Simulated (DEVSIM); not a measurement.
Structure: TaN/Si3N4/p-Si capacitor, at 300 K.

Layer 1 from the left is Si3N4, thickness (nm) 17.0. Layer 2 from the left is Si, thickness (nm) 4400, Na (cm⁻³) 1.7e16.

Metal gate on the left, work function 4.4 eV. Fixed charge at the semiconductor interface 0 cm⁻² (in units of +e); no interface traps.

This is a model device: material constants are rounded textbook-type values typed into the input, and sizes, dopings and lifetimes were drawn at random. Values at 300 K.

Si3N4: gap (eV) 5.1, affinity (eV) 2.1, permittivity 7.5. Si: gap (eV) 1.124, affinity (eV) 4.05, permittivity 11.7, Nc (cm⁻³) 2.86e19, Nv (cm⁻³) 3.1e19.

DEVSIM, 1D Poisson equation in equilibrium, Boltzmann statistics, complete ionisation; no quantum confinement or tunnelling. Metal contacts follow the ideal Schottky-Mott rule: no Fermi-level pinning, no interface dipoles.

**Question.** What does the simulation give for the flat-band voltage?

**Answer.** flat-band voltage -0.58 V.
